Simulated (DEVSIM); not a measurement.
Structure: abrupt In0.53Ga0.47As p-n junction, at 400 K.

Layer 1 from the left is In0.53Ga0.47As, thickness (μm) 1.40, Na (cm⁻³) 7.9e16, τn (s) 1.6e-9, τp (s) 1.6e-9. Layer 2 from the left is In0.53Ga0.47As, thickness (μm) 16.0, Nd (cm⁻³) 4.1e16, τn (s) 1.6e-9, τp (s) 1.6e-9.

Left contact: ohmic. Right contact: ohmic. Voltage is applied to the left contact. Recombination: SRH at mid-gap, Auger. Mobility is μmin + (μ − μmin)/(1 + (N/Nref)^α).

The device is made up for the run: typed textbook-type constants, with dimensions and the other settings drawn at random. Values at 300 K; Nc and Nv go as T^1.5, mobilities as T to minus their exponent, the gap by Varshni's rule with the affinity fixed.

In0.53Ga0.47As: gap (eV) 0.74, affinity (eV) 4.51, permittivity 13.9, Nc (cm⁻³) 2.1e17, Nv (cm⁻³) 7.7e18, μn (cm²/Vs) 12000, μp (cm²/Vs) 300, μn,min 300, μp,min 10, Nref,n 1.3e17, Nref,p 4.9e17, αn 0.48, αp 0.4, T exponent of μn 1.6, T exponent of μp 1.6, Cn (cm⁶/s) 5e-29, Cp (cm⁶/s) 5e-29, Varshni α (eV/K) 0.00035, Varshni β (K) 190.

DEVSIM, 1D drift-diffusion, Boltzmann statistics, complete ionisation; no tunnelling, impact ionisation, image-force lowering or self-heating.

Dark forward current:

| |V| (V) | |J| (A/cm²) |
|---|---|
| 0.05 | 0.04816 |
| 0.10 | 0.2288 |
| 0.15 | 0.9477 |
| 0.20 | 3.879 |
| 0.25 | 15.79 |
| 0.30 | 61.34 |
| 0.35 | 204.7 |
| 0.40 | 521.9 |
| 0.45 | 1019 |
| 0.50 | 1649 |
| 0.55 | 2370 |

Question: Work out the local ideality factor n = ΔV / (kT/q · ln(J2/J1)) between the rows 0.15 and 0.20 V, 0.50 and 0.55 V.

Answer: kT/q = 34.47 mV. From 0.15 to 0.20 V: ln(3.879/0.9477) = 1.409, n = 1.03, near the 1 of diffusion or emission over a barrier. From 0.50 to 0.55 V: ln(2370/1649) = 0.363, n = 4.00.

Question: Estimate the current at 0.20 V from the Shockley equation with J0 = Σ q ni² D/(N L) coth(W/L), τ joining the SRH, radiative and Auger lifetimes that are on, and W taken as the whole layer.

Answer: ni² = 4.43e27 cm⁻⁶; electrons in the p layer: μ = 4320 cm²/Vs, D = 149 cm²/s, τ = 1.60e-9 s, L = 4.88 μm, W/L = 0.29, term 0.00981 A/cm²; holes in the n layer: μ = 140 cm²/Vs, D = 4.82 cm²/s, τ = 1.60e-9 s, L = 0.878 μm, W/L = 18, term 0.000949 A/cm². J0 = 0.0108 A/cm², and J = J0 exp(qV/kT) = 3.56 A/cm². The simulation gives 3.88 A/cm²; the estimate lies 8.2 % below. The estimate leaves out recombination in the depletion region and that region's share of W.
